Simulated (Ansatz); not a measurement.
Results of PBEsol in Ansatz (PAW) for PbZrO3 (model structure, started from the 2H-BaNiO3 type, P6₃/mmc, No. 194, 10 atoms in the cell).

Run with plane-wave cutoff 500 eV, 12×12×8 k mesh (along the axes of the cell as run), Fermi–Dirac smearing 0.05 eV, scalar-relativistic PAW data made under PBE.

Cell (relaxed at this level):

```cif
data_O6Pb2Zr2
_chemical_formula_sum 'Pb2 Zr2 O6'
_space_group_name_H-M_alt 'P 1'
_space_group_IT_number 1
_cell_length_a 5.63458
_cell_length_b 5.63458
_cell_length_c 5.57627
_cell_angle_alpha 90.000
_cell_angle_beta 90.000
_cell_angle_gamma 120.000
loop_
_space_group_symop_operation_xyz
  'x, y, z'
loop_
_atom_site_label
_atom_site_type_symbol
_atom_site_fract_x
_atom_site_fract_y
_atom_site_fract_z
_atom_site_occupancy
Pb1 Pb 0.33333 0.66667 0.75000 1
Pb2 Pb 0.66667 0.33333 0.25000 1
Zr1 Zr 0.00000 0.00000 0.00000 1
Zr2 Zr 0.00000 0.00000 0.50000 1
O1 O 0.15993 0.31985 0.25000 1
O2 O 0.68015 0.84007 0.25000 1
O3 O 0.15993 0.84007 0.25000 1
O4 O 0.84007 0.68015 0.75000 1
O5 O 0.31985 0.15993 0.75000 1
O6 O 0.84007 0.15993 0.75000 1
```

Question: Predict the band gap.

Answer: 
- band gap = 2.24 eV (on the SCF k mesh)

Note: the relaxation could raise the start's symmetry but not lower it, so the cell can be a saddle point.

Spin–orbit coupling is not included; with these elements it can move the gap by several tenths of an eV or more.

Static lattice: no zero-point or thermal effects.

A model structure was made by putting elements into a prototype or built by hand; it is no filed structure, need not be a known phase, and can be a saddle point held by its symmetry.

Ansatz is a quantum-chemistry and plane-wave program.
